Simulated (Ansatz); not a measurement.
Results of HSE06 (plane waves, PAW; Ansatz, an electronic-structure program) for TaTlO3 (Pm-3m, No. 221, 5 atoms in the cell; start mp-861873).

Numerical settings: plane-wave cutoff 460 eV, 6×6×6 k mesh, Fermi–Dirac smearing 0.01 eV, scalar-relativistic PAW data made under PBE.

Cell (relaxed with PBEsol):

Space group Pm-3m (No. 221); a = b = c = 4.034 Å, α = β = γ = 90.00°

| atom | site | symmetry | x | y | z |
|---|---|---|---|---|---|
| Ta | 1b | m-3m | 0.5000 | 0.5000 | 0.5000 |
| Tl | 1a | m-3m | 0.0000 | 0.0000 | 0.0000 |
| O | 3c | 4/mm.m | 0.0000 | 0.5000 | 0.5000 |

Estimate the band gap and direct gap at Γ that the calculation returns.


band gap: 1.45 eV
direct gap at Γ: 4.50 eV

Note: cell and atoms aren't relaxed at this level (pressure 1.0 GPa).

Spin–orbit coupling is not included; with these elements it can move the gap by several tenths of an eV or more.

The result took very roughly 5 core-minutes.

A start named mp-… is a Materials Project structure, which need not be a measured phase.
